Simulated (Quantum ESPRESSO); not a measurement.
A working Quantum ESPRESSO input for ZrTiN2 (P4/mmm, 4 atoms in the cell) (DFT, LDA (PZ), plane waves, GBRV 1.5 ultrasoft (LDA) pseudopotentials):

```fortran
&CONTROL
 calculation = 'scf',
 outdir = './tmp/',
 pseudo_dir = './',
 tprnfor = .true.,
 tstress = .true.,
/
&SYSTEM
 ibrav = 6,
 A = 3.0816670000,
 C = 4.3508440000,
 nat = 4,
 ntyp = 3,
 ecutwfc = 50,
 ecutrho = 400,
 occupations = 'smearing',
 smearing = 'methfessel-paxton',
 degauss = 0.0099958,
/
&ELECTRONS
 conv_thr = 1.0d-10,
/
ATOMIC_SPECIES
Zr    91.2240  zr_lda_v1.uspp.F.UPF
Ti    47.8670  ti_lda_v1.4.uspp.F.UPF
N     14.0070  n_lda_v1.2.uspp.F.UPF
ATOMIC_POSITIONS {crystal}
Zr    0.0000000000    0.0000000000    0.0000000000
Ti    0.5000000000    0.5000000000    0.5000000000
N     0.0000000000    0.0000000000    0.5000000000
N     0.5000000000    0.5000000000    0.0000000000
K_POINTS {automatic}
9 9 6  0 0 0
```

The run converged in 13 iterations: free energy E − TS -3529.4024 eV; Fermi level (on the code's own zero) 17.90 eV; pressure 4.31 GPa. Each of these slips is then made, one at a time:

(1)
```diff
- ecutwfc = 50,
- ecutrho = 400,
+ ecutwfc = 15,
+ ecutrho = 120,
```

(2)
```diff
- ibrav = 6,
- A = 3.0816670000,
- C = 4.3508440000,
- nat = 4,
+ ibrav = 0,
+ nat = 5,
+CELL_PARAMETERS {angstrom}
+   3.0816670000     0.0000000000     0.0000000000
+   0.0000000000     3.0816670000     0.0000000000
+   0.0000000000     0.0000000000     4.3508440000
+N     0.5000000000    0.5000000000    0.0000000000
```

(3)
```diff
- ntyp = 3,
+ ntyp = 2,
```

**Question.** How does each altered input end?

**Answer.** 
(1) A basis or grid far too coarse for these potentials. The run converged in 12 iterations without an error; against the sound input the free energy goes up by 5.50 eV/atom and the pressure goes from 4.31 to -256.6 GPa.

(2) One atom entered twice. The program stopped before any SCF iteration.
```
Error in routine check_atoms (1):
atoms #   4 and #   5 overlap!
```

(3) A species count that does not match the list of species. The program stopped before any SCF iteration.
```
Error in routine read_cards (3):
species N in ATOMIC_POSITIONS is nonexistent
```

The starting cell comes from a database of computed structures (which also holds hypothetical and non-ambient phases and stackings), without a prior relaxation at this level. Its lattice was rescaled by a random factor within 2.5 % of one. Spin polarisation is off, so a magnetic state, if there is one, cannot be reached. In the base run, with a pressure of about 4 GPa the cell is away from its equilibrium volume at this level.

Left out of this page: 4 runs of the series outside the window shown, repeating another row's setting, or not comparable.
